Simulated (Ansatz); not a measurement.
The reference is AlRu in the CsCl type structure (space group Pm-3m, No. 221; relaxed with 0.1 eV smearing).

Space group Pm-3m (No. 221); a = b = c = 2.983 Å, α = β = γ = 90.00°

```json
[
 {"atom": "Al", "site": "1b", "symmetry": "m-3m", "x": "0.5000", "y": "0.5000", "z": "0.5000"},
 {"atom": "Ru", "site": "1a", "symmetry": "m-3m", "x": "0.0000", "y": "0.0000", "z": "0.0000"}
]
```

Level of theory: r2SCAN (Ansatz, a program for electronic structure, PAW, without spin-orbit coupling).

For the base:

```
Property    Value
--------  -------
Pressure  0.0 GPa
```

One thing is altered: the cell is scaled by 0.9950 in all directions, atoms relaxed at fixed cell.

### Question
What does the calculation give for the energy relative to the base after the change?

### Answer
The energy rises by 2.1 meV/atom.

### Question
What happens to the pressure?

### Answer
The pressure goes from zero to 3.4 GPa.

The cells carry an imposed strain or load. No phonon test of stability was made. The final runs are not spin-polarised.
